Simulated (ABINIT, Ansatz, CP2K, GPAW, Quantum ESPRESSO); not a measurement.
# Code comparison for SrCaPb6 (P4/mmm, 8 atoms in the cell)

Self-consistent single point.

```
CELL_PARAMETERS angstrom
      5.01108     0.00000     0.00000
      0.00000     5.01108     0.00000
      0.00000     0.00000    10.01156
ATOMIC_POSITIONS crystal
  Sr 0.00000 0.00000 0.50000
  Ca 0.00000 0.00000 0.00000
  Pb 0.50000 0.00000 0.24479
  Pb 0.50000 0.00000 0.75521
  Pb 0.00000 0.50000 0.24479
  Pb 0.00000 0.50000 0.75521
  Pb 0.50000 0.50000 0.00000
  Pb 0.50000 0.50000 0.50000
```

All programs got the same cell, k-point mesh and kind of occupations (in Ansatz's words: kpoints.mp_grid.grid = 3 3 2; scf.occupations.method = gaussian; scf.occupations.width = 0.02 Ry); potentials, basis and cutoffs are each program's usual ones.

```tsv
code	model	pressure (GPa)	largest force (eV/Å)	k-points	cutoff
Ansatz	PBEsol, PAW files made with PBE	-2.37	0.036	6	30.9 Ry
CP2K	PBEsol, GPW, DZVP-MOLOPT-SR-GTH basis, GTH-PBE potentials (GTH_POTENTIALS)	-0.80	0.028	10	grid 500 Ry
GPAW	PBEsol, GPAW PAW datasets PBEsol (made by gpaw-setup)	-2.46	0.038	6	600 eV
Quantum ESPRESSO	PBEsol, PseudoDojo standard norm-conserving (PBESOL) pseudopotentials	-2.41	0.037	6	70 Ry
ABINIT	PBEsol, norm-conserving pseudopotentials (PseudoDojo nc-sr-04 PBEsol standard)	-2.41	0.036	6	68 Ry
```

The spread over the programs that give each value: pressure within 1.66 GPa; largest force within 0.010 eV/Å.

The starting cell comes from a database of computed structures (which also holds hypothetical and non-ambient phases and stackings), without a prior relaxation at this level. Its lattice was rescaled by a random factor within 2.5 % of one. On Ansatz's run: Spin-orbit coupling is off. Without a gap this mesh is coarse (it stands for a supercell whose shortest vector is 15 Å).

### Question
Why do the programs differ, and what cannot be compared?

### Answer
Differences of this kind can come from the potentials, where these differ, and from what each basis and cutoff leave unconverged. The valence holds different numbers of electrons (Ansatz (an electronic-structure program) 104, CP2K 44, GPAW 104, Quantum ESPRESSO 104, ABINIT 104). The zero of total energies and Fermi levels follows the potentials and each program's conventions, so they are not compared here. CP2K uses small atom-centred bases, whose incompleteness enters pressures, forces and empty levels differently from a plane-wave cutoff. Ansatz's pressure is given at a fixed set of plane waves, as the other plane-wave codes print theirs. Ansatz's smearing width was typed in Ry to four decimals, so it matches the others to a few per cent. The programs reduce the same mesh by symmetry to different extents, which changes the work and not the result. In the pressure, CP2K (by 1.61) lies more than 1 GPa from the median of the plane-wave programs.

The shared mesh is coarse (it stands for a supercell whose shortest vector is 15 Å), so the values are not converged in it.

Keys are those of Ansatz 0.2.
